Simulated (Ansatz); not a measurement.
We consider InP (model structure, within 0.1 Å of P6₂22, No. 180, 6 atoms in the cell), described by PBEsol (plane waves, PAW; Ansatz, a first-principles code).

Run with plane-wave cutoff 520 eV, 18×18×6 k mesh (along the axes of the cell as run), Fermi–Dirac smearing 0.05 eV, scalar-relativistic PAW data made under PBE.

Cell (relaxed with PBEsol):

```cif
data_In3P3
_chemical_formula_sum 'In3 P3'
_space_group_name_H-M_alt 'P6222'
_space_group_IT_number 180
_space_group_name_Hall 'P 62 2 (0 0 4)'
_cell_length_a 4.12066
_cell_length_b 4.12066
_cell_length_c 9.25003
_cell_angle_alpha 90.000
_cell_angle_beta 90.000
_cell_angle_gamma 120.000
loop_
_atom_site_label
_atom_site_type_symbol
_atom_site_symmetry_multiplicity
_atom_site_Wyckoff_symbol
_atom_site_fract_x
_atom_site_fract_y
_atom_site_fract_z
_atom_site_occupancy
In1 In 3 d 0.50000 0.00000 0.50000 1
P1 P 3 c 0.50000 0.00000 0.00000 1
```

Give the computed band gap and smallest direct gap on the k points sampled.


- band gap = 0.01 eV (under three smearing widths, so not firm)
- smallest direct gap on the k points sampled = 0.03 eV (under three smearing widths, so not firm)

Spin–orbit coupling is not included; it can close the smallest gap of 0.01 eV.

Computed values are for the static lattice.

It cost around 100 core-seconds (rough) of CPU time.

A model structure was made by putting elements into a prototype or built by hand; it is no filed structure, need not be a known phase, and can be a saddle point held by its symmetry.
